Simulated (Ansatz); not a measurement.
System: Ge₂Sb₂Te₅ (model structure, P3m1, No. 156, 9 atoms in the cell). Method: LDA in Ansatz (plane waves, PAW).

Settings: plane-wave cutoff 520 eV, 12×12×2 k mesh (along the axes of the cell as run), Fermi–Dirac smearing 0.01 eV, scalar-relativistic PAW data made under PBE.

Cell (relaxed at this level):

```cif
data_Ge2Sb2Te5
_chemical_formula_sum 'Te5 Sb2 Ge2'
_space_group_name_H-M_alt 'P3m1'
_space_group_IT_number 156
_space_group_name_Hall 'P 3 -2"'
_cell_length_a 4.18747
_cell_length_b 4.18747
_cell_length_c 16.79210
_cell_angle_alpha 90.000
_cell_angle_beta 90.000
_cell_angle_gamma 120.000
loop_
_atom_site_label
_atom_site_type_symbol
_atom_site_symmetry_multiplicity
_atom_site_Wyckoff_symbol
_atom_site_fract_x
_atom_site_fract_y
_atom_site_fract_z
_atom_site_occupancy
Te1 Te 1 a 0.00000 0.00000 0.98621 1
Sb1 Sb 1 b 0.33333 0.66667 0.09212 1
Te2 Te 1 c 0.66667 0.33333 0.20578 1
Sb2 Sb 1 a 0.00000 0.00000 0.32778 1
Te3 Te 1 b 0.33333 0.66667 0.42926 1
Te4 Te 1 c 0.66667 0.33333 0.58086 1
Ge1 Ge 1 a 0.00000 0.00000 0.66474 1
Te5 Te 1 b 0.33333 0.66667 0.78434 1
Ge2 Ge 1 c 0.66667 0.33333 0.87009 1
```

Task: Give the computed band gap and smallest direct gap on the k points sampled.

Result: 
* **band gap**: 0.16 eV
* **smallest direct gap on the k points sampled**: 0.21 eV

Note: the relaxation could raise the start's symmetry but not lower it, so the cell can be a saddle point.

Spin–orbit coupling is not included; it can close the smallest gap of 0.16 eV.

Computed values are for the static lattice.

A model structure was made by putting elements into a prototype or built by hand; it is no filed structure, need not be a known phase, and can be a saddle point held by its symmetry.

Ansatz is a program for electronic structure.
